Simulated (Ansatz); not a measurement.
# Hypothetical zinc blende HgO under a change: isotropic strain −3.51 %

Take HgO in the zinc blende structure (space group F-43m, No. 216; a = 5.1959 Å; a hypothetical phase, not in the database extracts checked) as the base.

Now apply this change: an isotropic linear strain of −3.51 %; the atoms relax in the strained cell.

All numbers come from plane-wave PAW DFT at the PBEsol level (Ansatz, an electronic-structure program, 420 eV), no spin-orbit coupling. Γ-centred 15×15×15 mesh, Fermi–Dirac width 0.05 eV.

The volume per atom falls by 1.78 Å³ (17.53 Å³ → 15.75 Å³) and the shortest interatomic distance falls by 0.079 Å to 2.171 Å. The energy grows by 66 meV/atom and the pressure goes from zero to 13.2 GPa. The band gap remains zero.

Final structure:

```yaml
crystal:
  lattice:
    - [0.00000, 2.50679, 2.50679]
    - [2.50679, 0.00000, 2.50679]
    - [2.50679, 2.50679, 0.00000]
  atoms:
    - { symbol: O, position: [0.75000, 0.75000, 0.75000] }
    - { symbol: Hg, position: [0.00000, 0.00000, 0.00000] }
```

With Hg present, leaving out spin-orbit coupling can change the band edges. Whether these cells are dynamically stable was not tested. The final runs are not spin-polarised. The zero or small gap of HgO can change with the level of theory.
